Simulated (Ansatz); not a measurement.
Consider MgSe in the rock salt structure (space group Fm-3m, No. 225; a = 5.4722 Å). Axes: x, y, z lie along the cube axes.

Computed with r2SCAN (Ansatz, a first-principles code; PAW; 500 eV plane waves; no SOC).

For the base:

The pressure is 0.00 GPa. The band gap comes out as 2.48 eV. The valence-band top at Γ is 0.00, 0.00, 0.00 eV and the smallest direct gap is 3.44 eV.

Modification: the symmetric strain tensor [0.0078 0.0111 -0.0088; 0.0111 -0.0129 0.0063; -0.0088 0.0063 -0.0031], atoms relaxed at fixed cell.

Q: Predict the new pressure.

A: The pressure (mean of the normal stresses, compression positive) goes from zero to 0.62 GPa.

Q: What does the calculation give for the band gap after the change?

A: The band gap drops by 0.22 eV, from 2.48 eV to 2.26 eV.

Q: Estimate the effect on the valence-band top at Γ.

A: The valence-band top at Γ (three highest levels, from the VBM) goes from 0.00, 0.00, 0.00 eV to 0.00, -0.24, -0.30 eV.

Q: Estimate the effect on the smallest direct gap.

A: The smallest direct gap falls by 0.13 eV to 3.31 eV.

Whether these cells are dynamically stable was not tested.
